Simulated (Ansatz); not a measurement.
Start from HgSe in the zinc blende structure (space group F-43m, No. 216).

```xyz
2
Lattice="0.0000 3.0664 3.0664 3.0664 0.0000 3.0664 3.0664 3.0664 0.0000" Properties=species:S:1:pos:R:3 pbc="T T T"
Hg     0.0000     0.0000     0.0000
Se     1.5332     1.5332     1.5332
```

Cartesian axes are those of the cell as printed.

Calculations: plane-wave PAW DFT at the PBEsol level (Ansatz, a quantum-chemistry and plane-wave program, 420 eV), no spin-orbit coupling.

Modification: the cell is scaled by 0.9700 in all directions, atoms relaxed at fixed cell.

Task: Predict the stress tensor and what it implies for the stiffness.

Result: Stress of the strained cell less that of the base (GPa, compression positive):
```
    5.9     0.0     0.0
    0.0     5.9     0.0
    0.0     0.0     5.9
```

Then B = −ΔP/(ΔV/V₀) with ΔV/V₀ = -0.0873 gives secant stiffness values (nonlinear terms included at this strain): B ≈ 68 GPa.

As a check, the harmonic strain energy −½ V₀ Δσ:ε is 48 meV/atom; the computed energy rise is 43 meV/atom.

A case with no gap was solved on a k-mesh chosen for an insulator, which is coarse for it. No phonon test of stability was made. All final runs are without spin polarisation.
